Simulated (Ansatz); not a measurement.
End structure of the (331) surface of bcc V in its 1x1 cell, outermost plane spacing 0.34 Å in the ideal cut:

```xyz
31
Lattice="4.2386 0.0000 0.0000 2.1193 9.2379 0.0000 0.0000 0.0000 26.5000" Properties=species:S:1:pos:R:3 pbc="T T T"
V      2.1201     1.4504     8.4156
V      4.2393     3.0028     8.6055
V      2.1201     4.3626     8.9151
V      4.2394     5.8880     9.2403
V      2.1197     7.3430     9.5088
V      4.2389     8.7226     9.9144
V      4.2392     0.9766    10.0981
V      2.1199     2.4322    10.5340
V      4.2393     3.9039    10.8583
V      2.1199     5.3782    11.1708
V      4.2390     6.8271    11.5329
V      2.1195     8.2916    11.8803
V      2.1194     0.5083    12.2319
V      4.2389     1.9457    12.5962
V      2.1197     3.4140    12.9089
V      4.2387     4.8621    13.2500
V      2.1190     6.3101    13.5911
V      4.2384     7.7784    13.9038
V     -0.0001    -0.0221    14.2681
V      2.1192     1.4326    14.6197
V      4.2383     2.8970    14.9671
V      2.1188     4.3459    15.3292
V      4.2380     5.8202    15.6417
V      2.1188     7.2919    15.9660
V      4.2381     8.7475    16.4019
V      4.2384     1.0015    16.5856
V      2.1189     2.3812    16.9912
V      4.2379     3.8361    17.2597
V      2.1185     5.3615    17.5848
V      4.2380     6.7213    17.8945
V      2.1185     8.2737    18.0844
```

Slab: 31 atoms, 10.3 Å thick at the start (thin: gaps and levels are the slab's own); k 9x4x1, smearing 0.1 eV, dipole-corrected; single point; on the structure that PBE left under its start's symmetry; no spin, no spin-orbit, no U.

**Question.** Estimate the work function of the top face that r2SCAN, at the PBE geometry in Ansatz (an electronic-structure program) returns for this input.

**Answer.** 4.29 eV

**Question.** What surface energy (mean of both faces) does r2SCAN, at the PBE geometry give?

**Answer.** 2.84 J/m²
